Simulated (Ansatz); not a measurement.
The starting structures come from a database of crystals and need not be the phases stable at ambient conditions.

 Where the default PAW files enter, the runs use the earlier of Ansatz's two default sets.

**Evanescent states of Sr2GaSbO6 (Fm-3m, not sure to be the ambient phase, 10 atoms a cell, 12.7 Å³ an atom, -6 GPa at this level) along the normal of (111)**

Level of theory: PBEsol (plane waves, PAW; Ansatz, a program for electronic structure).

The gap is the functional's own. No spin-orbit coupling. Mid-gap values are interpolated on the energy grid.

Energies count from the valence-band top; κ is the least over a 6×6 mesh across the current.

```tsv
E (eV)	κ (1/Å)	where
0.03	0.071	Γ
0.07	0.118	Γ
0.12	0.127	Γ
0.17	?	Γ
0.23	?	Γ
0.28	?	Γ
0.33	?	Γ
0.38	?	Γ
0.42	?	Γ
0.47	?	Γ
0.53	0.075	Γ
0.57	0.061	Γ
0.62	0.041	Γ
```

### Question
Complete the blanks.

### Answer

- 0.17, κ (1/Å): 0.123
- 0.23, κ (1/Å): 0.120
- 0.28, κ (1/Å): 0.115
- 0.33, κ (1/Å): 0.109
- 0.38, κ (1/Å): 0.103
- 0.42, κ (1/Å): 0.095
- 0.47, κ (1/Å): 0.086
